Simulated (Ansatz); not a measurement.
# Y under a change: biaxial strain −2.54 %, plane normal [001], relaxed out of plane

The reference is Y in the hcp (Mg type) structure (space group P6_3/mmc, No. 194; a = 3.681 Å, c = 5.721 Å; relaxed with 0.1 eV smearing). Axes: x lies along a and z along c of the hexagonal cell.

One thing is altered: compressive biaxial strain of 2.54 % in the plane normal to [001], as in epitaxy on a mismatched substrate; the out-of-plane cell vector and the atoms relax.

Computed with r2SCAN in Ansatz (plane waves to 500 eV, PAW, no spin-orbit coupling), earlier PAW set. Γ-centred 18×18×10 mesh, Fermi–Dirac width 0.1 eV.

```json
[
 {"quantity": "volume per atom", "base": "33.57 Å³", "changed": "32.35 Å³", "shift": "-1.22 Å³"},
 {"quantity": "space group", "base": "P6_3/mmc (No. 194)", "changed": "P6_3/mmc (No. 194)", "shift": "–"},
 {"quantity": "pressure (mean of the normal stresses, compression positive)", "base": "0.0 GPa", "changed": "1.6 GPa", "shift": "+1.6 GPa"},
 {"quantity": "band gap", "base": "zero", "changed": "zero", "shift": "–"},
 {"quantity": "out-of-plane strain", "base": "–", "changed": "+1.45 %", "shift": "–"},
 {"quantity": "ratio −ε⊥/ε∥", "base": "–", "changed": "0.57", "shift": "–"},
 {"quantity": "mean in-plane stress (compression positive)", "base": "–", "changed": "+2.5 GPa", "shift": "–"}
]
```

Final structure (turned so that z lies along the plane normal):

```xyz
2
Lattice="3.5874 0.0000 0.0000 1.7937 3.1067 0.0000 0.0000 0.0000 5.8045" Properties=species:S:1:pos:R:3 pbc="T T T"
Y      1.7937     1.0356     4.3534
Y      3.5874     2.0712     1.4511
```

No phonon test of stability was made. The final runs are not spin-polarised.

Ansatz is a quantum-chemistry and plane-wave program.
